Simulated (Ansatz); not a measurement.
Base system: Au in the fcc (Cu type) structure (space group Fm-3m, No. 225; a = 4.0830 Å; relaxed with 0.1 eV smearing). Axes: x, y, z lie along the cube axes.

Calculations: PBEsol in Ansatz (plane waves to 420 eV, PAW, scalar-relativistic without spin-orbit coupling).

Strains are applied to the cell and any free atomic positions relax; under biaxial strain the out-of-plane vector relaxes too.

One change was made to it. Results:

The energy increases by 6.8 meV/atom; the shortest interatomic distance decreases by 0.033 Å, from 2.887 Å to 2.854 Å.

### Question
Which of these changes matches the shifts?
(A) biaxial strain +0.83 %, plane normal [111], relaxed out of plane
(B) biaxial strain +2.08 %, plane normal [111], relaxed out of plane
(C) biaxial strain −2.50 %, plane normal [111], relaxed out of plane

### Answer
B, biaxial strain +2.08 %, plane normal [111], relaxed out of plane. For comparison, the energy relative to the base in the other runs: biaxial strain −2.50 %, plane normal [111], relaxed out of plane gives +14 meV/atom; biaxial strain +0.83 %, plane normal [111], relaxed out of plane gives +1.2 meV/atom.

Stability against distortions was not tested.

Ansatz is a first-principles code.
